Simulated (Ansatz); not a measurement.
Ge2Sb2Te5, response to strain

Take Ge$_{2}$Sb$_{2}$Te$_{5}$ (space group P-3m1, No. 164) as the base.

```xyz
9
Lattice="4.2936 0.0000 0.0000 -2.1468 3.7184 0.0000 0.0000 0.0000 17.6359" Properties=species:S:1:pos:R:3 pbc="T T T"
Te     0.0000     0.0000     0.0000
Ge     2.1468     1.2395     1.7325
Ge     0.0000     2.4789    15.9034
Te     0.0000     2.4789     3.4230
Te     2.1468     1.2395    14.2129
Sb     0.0000     0.0000     5.4572
Sb     0.0000     0.0000    12.1787
Te     2.1468     1.2395     7.1674
Te     0.0000     2.4789    10.4685
```

Cartesian axes are those of the cell as printed.

Strains are applied to the cell and any free atomic positions relax; under biaxial strain the out-of-plane vector relaxes too.

Method: PBE (Ansatz, a first-principles code; PAW; 420 eV plane waves; no SOC), earlier PAW set.

Notes on the quantities. pressure: mean of the normal stresses, compression positive.

```tsv
change	smallest direct gap	shortest interatomic distance	gap character	pressure	space group
base	0.58 eV	5.670 bohr	indirect, Γ → K–Γ (88 % along)	0.00 GPa	P-3m1 (No. 164)
biaxial strain −1.51 %, plane normal [001], relaxed out of plane	0.63 eV	5.633 bohr	indirect, Γ → K–Γ (88 % along)	0.80 GPa	P-3m1 (No. 164)
biaxial strain −0.89 %, plane normal [001], relaxed out of plane	0.62 eV	5.648 bohr	indirect, Γ → K–Γ (88 % along)	0.46 GPa	P-3m1 (No. 164)
biaxial strain +2.15 %, plane normal [001], relaxed out of plane	–	5.726 bohr	direct at Γ	-1.01 GPa	P-3m1 (No. 164)
isotropic strain +0.62 %	0.64 eV	5.691 bohr	indirect, Γ–M (29 % along) → K–Γ (88 % along)	-0.43 GPa	P-3m1 (No. 164)
isotropic strain +1.42 %	0.71 eV	5.713 bohr	indirect, Γ–M (29 % along) → Γ	-0.87 GPa	P-3m1 (No. 164)
uniaxial strain ε_xx = −0.59 %	0.55 eV	5.658 bohr	indirect, Γ → Γ–C (12 % along)	0.19 GPa	C2/m (No. 12)
```

Spin-orbit coupling, missing from the scalar runs, can matter with Sb and Te. No phonon test of stability was made. k-point labels follow each cell's own Brillouin zone.
